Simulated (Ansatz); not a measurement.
## A computed series for hypothetical P6_3/mmc PbS: response to strain

Base system: PbS (space group P6_3/mmc, No. 194; a = 5.001 Å, c = 5.982 Å; a hypothetical phase, not in the database extracts checked). Axes: x lies along a and z along c of the hexagonal cell.

Strains are applied to the cell and any free atomic positions relax; under biaxial strain the out-of-plane vector relaxes too.

Level of theory: Ansatz (an electronic-structure program) r2SCAN, no spin-orbit coupling.

Candidates:
(a) strain tensor (xx, yy, zz, yz, xz, xy) = (−1.61, −0.27, −0.23, +0.09, +0.85, +0.83) %
(b) isotropic strain +5.82 %
(c) biaxial strain +0.76 %, plane normal [001], relaxed out of plane
(d) biaxial strain −1.47 %, plane normal [001], relaxed out of plane

Base values:

```
Property    Value
--------  -------
Band gap  1.73 eV
```

Question: Order them by band gap, lowest first.

Answer: (d) biaxial strain −1.47 %, plane normal [001], relaxed out of plane (1.64 eV), (a) strain tensor (xx, yy, zz, yz, xz, xy) = (−1.61, −0.27, −0.23, +0.09, +0.85, +0.83) % (1.68 eV), (c) biaxial strain +0.76 %, plane normal [001], relaxed out of plane (1.76 eV), (b) isotropic strain +5.82 % (1.86 eV)

Spin-orbit coupling, missing from the scalar runs, can matter with Pb. Stability against distortions was not tested. The base started in P6_3mc and relaxed to P6_3/mmc at this level.
